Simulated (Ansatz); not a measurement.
Base system: ZnS in the zinc blende structure (space group F-43m, No. 216).

```yaml
crystal:
  lattice:
    - [0.00000, 2.64841, 2.64841]
    - [2.64841, 0.00000, 2.64841]
    - [2.64841, 2.64841, 0.00000]
  atoms:
    - { symbol: Zn, position: [0.00000, 0.00000, 0.00000] }
    - { symbol: S, position: [0.75000, 0.75000, 0.75000] }
```

Cartesian axes are those of the cell as printed.

Level of theory: Ansatz (a first-principles code), LDA, PAW, cutoff 420 eV, no spin-orbit coupling.

The change: the cell is scaled by 1.0300 in all directions, atoms relaxed at fixed cell.

Predict the stress tensor and what it implies for the stiffness.

Stress of the strained cell less that of the base (GPa, compression positive):
```
  -6.29    0.00    0.00
   0.00   -6.29    0.00
   0.00    0.00   -6.29
```

Then B = −ΔP/(ΔV/V₀) with ΔV/V₀ = 0.0927 gives secant stiffness values (nonlinear terms included at this strain): B ≈ 68 GPa.

As a check, the harmonic strain energy −½ V₀ Δσ:ε is 33 meV/atom; the computed energy rise is 37 meV/atom.

Whether these cells are dynamically stable was not tested.
